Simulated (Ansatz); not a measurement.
A computed series for ZnS: response to strain

Take ZnS in the zinc blende structure (space group F-43m, No. 216) as the base.

```cif
data_SZn
_chemical_formula_sum 'Zn1 S1'
_space_group_name_H-M_alt 'P 1'
_space_group_IT_number 1
_cell_length_a 3.84909
_cell_length_b 3.84909
_cell_length_c 3.84909
_cell_angle_alpha 60.000
_cell_angle_beta 60.000
_cell_angle_gamma 60.000
loop_
_space_group_symop_operation_xyz
  'x, y, z'
loop_
_atom_site_label
_atom_site_type_symbol
_atom_site_fract_x
_atom_site_fract_y
_atom_site_fract_z
_atom_site_occupancy
Zn1 Zn 0.00000 0.00000 0.00000 1
S1 S 0.25000 0.25000 0.25000 1
```

Strains are applied to the cell and any free atomic positions relax.

Computed with PBE (Ansatz, a quantum-chemistry and plane-wave program, PAW, spin-orbit coupling left out).

Candidates:
(a) isotropic strain −3.00 %
(b) isotropic strain +2.00 %
(c) isotropic strain −2.50 %

Notes on the quantities. energy relative to the base: free energy F.

Question: Order them by energy relative to the base, highest first.

Answer: (a) isotropic strain −3.00 % (+39 meV/atom), (c) isotropic strain −2.50 % (+27 meV/atom), (b) isotropic strain +2.00 % (+15 meV/atom)

Stability against distortions was not tested.
